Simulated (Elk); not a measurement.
Input and output of a self-consistent single point for TaN (P6/mmm, 6 atoms in the cell) (Elk).

Method of the run: PBEsol, all-electron FP-LAPW, Elk's shipped species files, APW+lo basis with extra local orbitals run with Elk.

The change in words: lattice scaled by 0.98. Reference geometry:
```xyz
6
Lattice="5.2768 0.0000 0.0000 -2.6384 4.5699 0.0000 0.0000 0.0000 2.9389" Properties=species:S:1:pos:R:3 pbc="T T T"
Ta     0.0000     0.0000     0.0000
Ta     2.6384     1.5233     1.4695
Ta     0.0000     3.0466     1.4695
N     -1.3192     2.2849     0.0000
N      2.6384     0.0000     0.0000
N      1.3192     2.2849     0.0000
```

Reference input (self-consistent single point, DFT, PBEsol, all-electron FP-LAPW, Elk's shipped species files, APW+lo basis with extra local orbitals): xctype = 22; rgkmax = 7.5; stype = 0; swidth = 0.00367493 Ha; ngridk = 6 6 9; tforce = true; gmaxvr = 18 1/bohr; lmaxapw = 10; lmaxo = 8; nxlo = 2; lorbcnd = true; lradstp = 2. This run's input differs from it in these lines:

```diff
@@ -49,5 +49,5 @@
 avec
-    9.9717718337   -0.0000001783    0.0000000000
-   -4.9858857624    8.6358078179    0.0000000000
-    0.0000000000    0.0000000000    5.5537368947
+    9.7723365965    0.0000001110    0.0000000000
+   -4.8861683944    8.4630916914    0.0000000000
+    0.0000000000    0.0000000000    5.4426625725
```

Output, abridged:

```
│ Self-consistent loop started │
│ Loop number : 1 │
 total energy                :     -47008.3202776
│ Loop number : 2 │
 total energy                :     -47009.8825601
RMS change in Kohn-Sham potential (target) :    1.055281629     (  0.1000000000E-05)
Absolute change in total energy (target)   :    1.562282520     (  0.1000000000E-03)
│ Loop number : 3 │
 total energy                :     -47009.1713429
RMS change in Kohn-Sham potential (target) :    1.045667221     (  0.1000000000E-05)
Absolute change in total energy (target)   :   0.3206465187     (  0.1000000000E-03)
│ Loop number : 4 │
   [... lines left out ...]
Absolute change in total energy (target)   :   0.3788986724E-03 (  0.1000000000E-03)
│ Loop number : 17 │
 total energy                :     -47028.3529002
RMS change in Kohn-Sham potential (target) :   0.4043700100E-06 (  0.1000000000E-05)
Absolute change in total energy (target)   :   0.2086998793E-03 (  0.1000000000E-03)
│ Loop number : 18 │
 total energy                :     -47028.3529083
RMS change in Kohn-Sham potential (target) :   0.1648126555E-06 (  0.1000000000E-05)
Absolute change in total energy (target)   :   0.4406735388E-04 (  0.1000000000E-03)
Convergence targets achieved

│ Loop number : 19 │

Energies :
 Fermi                       :     0.584210362291
 total energy                :     -47028.3529044

Density of states at Fermi energy :    16.94784634
 (states/Hartree/unit cell)

Estimated indirect band gap :   0.1495067590E-02
 from k-point     16 to k-point     15
Estimated direct band gap   :   0.8516967836E-02
 at k-point     15

Charges :
 core                        :    144.0000000
 valence                     :    96.00000000
 interstitial                :    12.79913739
 muffin-tins (core leakage)
  species :    1 (Ta)
   atom    1                 :    69.94722934     (  0.1156592788E-04)
   atom    2                 :    70.27749674     (  0.1185866606E-04)
   atom    3                 :    70.27749674     (  0.1185866606E-04)
  species :    2 (N)
   [... lines left out ...]
   total force               :    -0.00000000   -0.00000000   -0.00000000
   total magnitude           :     0.00000000
  atom :    3
   Hellmann-Feynman          :     0.00000000    0.00000000   -0.00000000
   IBS                       :    -0.00000000   -0.00000000    0.00000000
   total force               :    -0.00000000   -0.00000000   -0.00000000
   total magnitude           :     0.00000000
```

The run converged in 19 iterations. The count includes the last loop, which Elk runs after its targets are met. Against the reference run the total energy goes down by 5.1 meV/atom.

The starting cell comes from a database of computed structures (which also holds hypothetical and non-ambient phases and stackings), without a prior relaxation at this level. Its lattice was rescaled by a random factor within 2.5 % of one. For this run, on top of that: lattice scaled by 0.98. Spin-orbit coupling is off. Spin polarisation is off. Values depend on the basis (sphere radii, cutoffs, local orbitals), which need not be converged. The log's line on a gap gives a spacing of levels on this mesh, which the program prints for metals too.

Cost on one core of a shared machine: roughly 8 min.
